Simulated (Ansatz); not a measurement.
**Pressure series in hypothetical P6_3/mmc SiSe2**

The reference is SiSe₂ in the 2H-MoS2 type structure (space group P6_3/mmc, No. 194; a = 3.440 Å, c = 11.034 Å; a hypothetical phase, not in the database extracts checked; layered, stacked along the Cartesian z axis).

Cell and atoms are relaxed at each pressure.

The values are results of PBEsol-D3(BJ) (Ansatz, a first-principles code), without spin-orbit coupling, not measurements.

Two rows of this table had their results exchanged by mistake.

| pressure | volume per atom (Å³) | shortest distance (Å) | band gap |
|---|---|---|---|
| pressure −2 GPa | 15.46 | 2.412 | zero |
| pressure −1 GPa | 19.10 | 2.537 | zero |
| pressure 0.9 GPa | 18.64 | 2.523 | zero |
| pressure 2.1 GPa | 18.37 | 2.515 | zero |
| pressure 4.5 GPa | 17.90 | 2.500 | zero |
| pressure 9 GPa | 17.13 | 2.473 | zero |
| pressure 15 GPa | 16.30 | 2.444 | zero |
| pressure 22.5 GPa | 19.38 | 2.545 | zero |
| pressure 30 GPa | 14.81 | 2.386 | zero |

**Question.** Which two?

**Answer.** The rows for pressure −2 GPa and pressure 22.5 GPa: the volume has to fall steadily with pressure, so 19.38 Å³ belongs to pressure −2 GPa and 15.46 Å³ to pressure 22.5 GPa.

Load acts through the strain it causes; cell and atoms are relaxed under it. No phonon test of stability was made. No other phases were tried under pressure. The final runs are not spin-polarised.
